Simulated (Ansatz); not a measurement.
The reference is GaP in the zinc blende structure (space group F-43m, No. 216; a = 5.451 Å). Axes: x, y, z lie along the cube axes.

Modification: tensile biaxial strain of 1.56 % in the plane normal to [110], as in epitaxy on a mismatched substrate; the out-of-plane cell vector and the atoms relax.

Computed with plane-wave PAW DFT at the r2SCAN level (Ansatz, a first-principles code, 500 eV), scalar-relativistic without spin-orbit coupling.

**Question.** Give the band edges at the high-symmetry points of the new zone, measured from its valence-band maximum.

**Answer.** 
```tsv
point	valence edge (eV)	conduction edge (eV)
Γ	0.00	2.02
X	-2.63	1.78
F₂	-2.42	2.32
Σ₀	-2.42	2.32
Y₀	-2.21	2.63
U₀	-2.21	2.63
R	-1.28	1.74
W	-3.53	4.84
S	-1.10	1.96
T	-2.85	1.82
```

The gap is 1.74 eV, indirect, Γ → R.

A biaxial case was relaxed in a doubled cell and then solved in the primitive one. Whether these cells are dynamically stable was not tested. k-point labels follow each cell's own Brillouin zone.
